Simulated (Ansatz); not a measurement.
# V₃Si in the A15 (Cr3Si type) structure (space group Pm-3n, No. 223)

```cif
data_Si2V6
_chemical_formula_sum 'V6 Si2'
_space_group_name_H-M_alt 'P 1'
_space_group_IT_number 1
_cell_length_a 4.64953
_cell_length_b 4.64953
_cell_length_c 4.64953
_cell_angle_alpha 90.000
_cell_angle_beta 90.000
_cell_angle_gamma 90.000
loop_
_space_group_symop_operation_xyz
  'x, y, z'
loop_
_atom_site_label
_atom_site_type_symbol
_atom_site_fract_x
_atom_site_fract_y
_atom_site_fract_z
_atom_site_occupancy
V1 V 0.25000 0.00000 0.50000 1
V2 V 0.75000 0.00000 0.50000 1
V3 V 0.00000 0.50000 0.25000 1
V4 V 0.00000 0.50000 0.75000 1
V5 V 0.50000 0.25000 0.00000 1
V6 V 0.50000 0.75000 0.00000 1
Si1 Si 0.00000 0.00000 0.00000 1
Si2 Si 0.50000 0.50000 0.50000 1
```

Level of theory: PBEsol (Ansatz, a quantum-chemistry and plane-wave program, PAW, scalar-relativistic without spin-orbit coupling). Settings: 10×10×10 k-points, 0.05 eV Fermi–Dirac smearing.

The volume per atom is 12.56 Å³, the density is 5.98 g/cm³ and the band gap is zero. The total energy is -2319.854 eV/atom (σ→0; compares only within this code and set-up).

Whether these cells are dynamically stable was not tested. Starting moments died away, wholly or in part, for the base; another magnetic solution may exist. The final runs are not spin-polarised.
